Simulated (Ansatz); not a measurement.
Consider As vacancy in zinc-blende GaAs, charge state +3. The step: a nearby As atom hops onto the vacant site; the atom moves 4.17 Å along (0.00, -0.51, -0.51) of the unit cell; the moving atom starts with neighbours Ga at 2.42, 2 Ga at 2.49, Ga at 2.51 Å and ends with Ga at 2.43, 2 Ga at 2.49, Ga at 2.51 Å. A PBE band in Ansatz (plane-wave PAW, one k-point at (0.250, 0.250, 0.250), 64 host sites, 80 SCF runs with any check of the saddle's order, static, no finite-size correction) gives a forward barrier of 1.82 eV. The program found a first-order saddle point. The charge state is imposed; whether it is stable for some Fermi level was not computed. Forms of the defect that were not tried may lie lower.

Single points at the band's start and saddle point can refine it. Rough cost of one point, in units of the band's mean SCF on the same machine:

```
Level                                                   Cost of one point
------------------------------------------------------  -----------------
PBE, a 2×2×2 k-point mesh shifted by half a step                  about 5
r2SCAN at 500 eV, one k-point at (0.250, 0.250, 0.250)            about 2
```

**Question.** Which of these move the barrier by more than 0.1 eV, and how far does each move it?

**Answer.** PBE, a 2×2×2 k-point mesh shifted by half a step: +0.13 eV; r2SCAN at 500 eV, one k-point at (0.250, 0.250, 0.250): +0.42 eV. Each functional is compared with PBE at the same k-points.

Ansatz is a first-principles code.
